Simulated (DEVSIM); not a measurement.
Structure: abrupt Si n-p junction, at 300 K.

| layer (left to right) | material | thickness (μm) | Nd (cm⁻³) | Na (cm⁻³) | τn (s) | τp (s) |
|---|---|---|---|---|---|---|
| 1 | Si | 1.00 | 2.7e16 | - | 0.00083 | 0.00083 |
| 2 | Si | 2.00 | - | 1.1e17 | 0.00083 | 0.00083 |

Left contact: ohmic. Right contact: ohmic. Voltage is applied to the left contact. Recombination: SRH at mid-gap, radiative. Mobility is constant in doping.

This is a model device: material constants are rounded textbook-type values typed into the input, and sizes, dopings and lifetimes were drawn at random. Values at 300 K.

```tsv
parameter	Si
gap (eV)	1.124
affinity (eV)	4.05
permittivity	11.7
Nc (cm⁻³)	2.86e19
Nv (cm⁻³)	3.1e19
μn (cm²/Vs)	1417
μp (cm²/Vs)	470
B (cm³/s)	4.7e-15
```

Simulated with DEVSIM: 1D drift-diffusion, Boltzmann statistics, complete ionisation; no tunnelling, impact ionisation, image-force lowering or self-heating.

The thickness of layer 2 was swept, all else fixed.

| thickness of layer 2 (μm) | dark forward voltage at 1 A/cm² (V) | dark forward voltage at 100 A/cm² (V) |
|---|---|---|
| 0.4 | 0.571 | 0.692 |
| 0.7 | 0.580 | 0.701 |
| 1.2 | 0.586 | 0.708 |
| 2 | 0.590 | 0.714 |
| 3.4 | 0.593 | 0.719 |
| 6 | 0.595 | 0.725 |
| 10 | 0.596 | 0.731 |

From the first row to the last the dark forward voltage at 1 A/cm² goes from 0.571 to 0.596. From the first row to the last the dark forward voltage at 100 A/cm² goes from 0.692 to 0.731.
